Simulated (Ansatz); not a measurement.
System: Al-vacancy pair (Al on one host Ti site, one O site vacant) in rutile TiO2 (charge state +1). All values below come from PBE, PAW (plane waves to 420 eV; Ansatz, a quantum-chemistry and plane-wave program).

72-site cell at the relaxed PBE lattice, one k-point at (0.250, 0.250, 0.250), smearing 0.01 eV, spin-restricted, no finite-size correction. No zero-point or tunnelling terms. The charge state is imposed; whether it is stable for some Fermi level was not computed. Forms of the defect that were not tried may lie lower.

Barriers: single points on a 2×2×2 k-point mesh shifted by half a step at the bands' geometries (they differ from the bands' own by up to 0.06 eV, and are uncertain by about as much).

The step: one O atom jumps into the vacancy from a nearby O site (Al-vacancy distance between ideal sites 1.96 → 3.58 Å). Atoms about the jump, Cartesian Å from the middle of the jump, before and after:

| atom | x0 | y0 | z0 | x1 | y1 | z1 |
|---|---|---|---|---|---|---|
| O1 | 0.25 | 1.10 | 0.73 | -0.25 | -1.10 | -0.73 |
| Ti2 | -1.31 | -0.08 | 0.93 | -1.43 | -0.44 | 0.72 |
| Ti3 | 1.11 | 1.99 | -0.84 | 1.34 | 2.20 | -0.92 |
| Al4 | -1.33 | -0.10 | -2.36 | -1.14 | -0.23 | -2.20 |
| O5 | -1.97 | 0.55 | -0.77 | -2.01 | 0.66 | -0.73 |
| O6 | 0.20 | 1.07 | -2.20 | 0.27 | 1.15 | -2.17 |
| O7 | 2.59 | 0.63 | -0.74 | 2.52 | 0.65 | -0.70 |
| O8 | 2.01 | -1.67 | 0.69 | 2.07 | -1.70 | 0.74 |
| O9 | -0.30 | -1.14 | 2.19 | -0.25 | -1.10 | 2.16 |
| Ti10 | 1.39 | -2.83 | -0.72 | 1.09 | -2.45 | -0.73 |
| O11 | 2.02 | -1.68 | -2.18 | 2.06 | -1.69 | -2.22 |
| O12 | -2.52 | -1.67 | 0.74 | -2.65 | -1.73 | 0.74 |
| O13 | -2.10 | 0.68 | 2.31 | -2.02 | 0.65 | 2.19 |
| O14 | 0.23 | -3.45 | 0.70 | 0.23 | -3.49 | 0.74 |
| O15 | -0.30 | -1.14 | -3.60 | -0.25 | -1.12 | -3.68 |
| O16 | 2.08 | 2.93 | 0.74 | 2.00 | 2.89 | 0.74 |
| O17 | -2.49 | -1.62 | -2.18 | -2.54 | -1.66 | -2.19 |
| O18 | 2.58 | 0.62 | 2.23 | 2.51 | 0.66 | 2.22 |

Problem. Give the saddle-point geometry and the barrier.

Solution. 
| atom | x | y | z |
|---|---|---|---|
| O1 | 0.09 | -0.16 | -0.33 |
| Ti2 | -1.32 | -0.34 | 0.75 |
| Ti3 | 1.25 | 1.81 | -0.85 |
| Al4 | -1.25 | -0.09 | -2.30 |
| O5 | -2.19 | 0.61 | -0.84 |
| O6 | 0.12 | 1.20 | -2.39 |
| O7 | 2.63 | 0.59 | -0.76 |
| O8 | 2.11 | -1.73 | 0.75 |
| O9 | -0.27 | -1.14 | 2.25 |
| Ti10 | 1.37 | -2.73 | -0.73 |
| O11 | 2.05 | -1.68 | -2.21 |
| O12 | -2.53 | -1.75 | 0.69 |
| O13 | -1.96 | 0.75 | 2.17 |
| O14 | 0.22 | -3.43 | 0.70 |
| O15 | -0.29 | -1.09 | -3.64 |
| O16 | 1.85 | 2.72 | 0.67 |
| O17 | -2.48 | -1.65 | -2.20 |
| O18 | 2.53 | 0.61 | 2.20 |
It lies 1.23 eV above the start and 1.14 eV above the end. The check of the saddle point's order was inconclusive.
